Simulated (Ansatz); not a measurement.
Results of PBE0 (Ansatz, a first-principles code, plane waves, PAW) for C (R-3m, No. 166, 2 atoms in the cell; start mp-169; another form than the element's usual one).

Numerical settings: plane-wave cutoff 460 eV, 12×12×12 k mesh, Fermi–Dirac smearing 0.01 eV, scalar-relativistic PAW data made under PBE.

Cell (relaxed with PBE-D3(BJ)):

C has the trigonal space group R-3m, hexagonal axes (No. 166), Pearson symbol hR2. Conventional cell: a = 2.465 Å, b = 2.465 Å, c = 10.141 Å, α = 90.00°, β = 90.00°, γ = 120.00°. C on 6c has 3 C at 1.423 Å (trigonal planar). (Neighbours: up to the widest gap in distance over summed covalent radii, below 1.35, at either atom.)
(The calculation used a cell of 2 atoms; values per cell refer to that cell.)

Give the computed band gap and direct gap at Γ.


- band gap: 1.13 eV (on the SCF k mesh) (direct)
- direct gap at Γ: 9.28 eV

Note: cell and atoms aren't relaxed at this level (pressure -4.7 GPa).

A start named mp-… is a Materials Project structure, which need not be a measured phase.
